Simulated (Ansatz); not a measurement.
Reference: Y$_{3}$PbC (Pm-3m), PBEsol, DFPT electron-phonon coupling, linearised Boltzmann equation (plane waves, PAW, scalar-relativistic; Ansatz, a program for electronic structure); geometry: relaxed with this functional, without spin-orbit coupling.

```
CELL_PARAMETERS angstrom
      4.85773     0.00000     0.00000
      0.00000     4.85773     0.00000
      0.00000     0.00000     4.85773
ATOMIC_POSITIONS crystal
  Y  0.50000 0.00000 0.50000
  Y  0.00000 0.50000 0.50000
  Y  0.50000 0.50000 0.00000
  Pb 0.00000 0.00000 0.00000
  C  0.50000 0.50000 0.50000
```

The resistivity at 300 K is 30 μΩ·cm and the mean free path at 300 K is 7.5 nm. The electron-phonon coupling λ comes out as 0.25 and the logarithmic mean phonon energy is 18.5 meV.

### Question
Swap Y for Sc, keeping the structure type. How do these values move?

### Answer
Sc3PbC (Pm-3m): volume per atom 22.9 to 18.3 Å³; resistivity at 300 K falls (30 μΩ·cm to 23 μΩ·cm); mean free path at 300 K rises (7.5 nm to 8.8 nm); electron-phonon coupling λ falls (0.25 to 0.169); logarithmic mean phonon energy rises (18.5 meV to 28 meV).

Moves up to 6 % count as about the same. Metals; harmonic phonons alone scatter; means over directions. The mean free path is weighted by the current that each state carries. Halving the electron mesh moves these values by up to 4 %; q meshes are mostly untested. Spin-orbit coupling is left out.

Computed structure with no diffraction record at hand here (it may be known, metastable or hypothetical): Sc3PbC (Pm-3m), Y3PbC (Pm-3m). The missing spin-orbit coupling matters most for Sc3PbC (Pm-3m), Y3PbC (Pm-3m).
